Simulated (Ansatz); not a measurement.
## B on a Al site (middle of the slab) in a 2x2 cell of the 1x1 (0001) surface of corundum (cut with top plane Al)

Host crystal: corundum, with a band gap (PBE, scalar-relativistic without spin-orbit coupling).

Calculation: PBE (plane waves to 420 eV, PAW; Ansatz, an electronic-structure program).

Model: 80-atom slab, 6.7 Å thick at the start (thin: gaps and levels are the slab's own), 3x3x1 mesh, Fermi-Dirac 0.01 eV, dipole correction, 16 atoms held, the rest relaxed; start symmetry kept, larger cells not searched; no spin, no spin-orbit, no U.

- formation energy against fcc Al, alpha boron: 3.34 eV
- gap of the slab on its k-mesh: 3.85 eV
- highest filled level below the top vacuum level: 6.89 eV
- change of the step from the bottom to the top vacuum level, against the clean slab: 1.31 eV
- energy released by relaxation: 2.81 eV
- largest move of a host atom: 0.73 Å
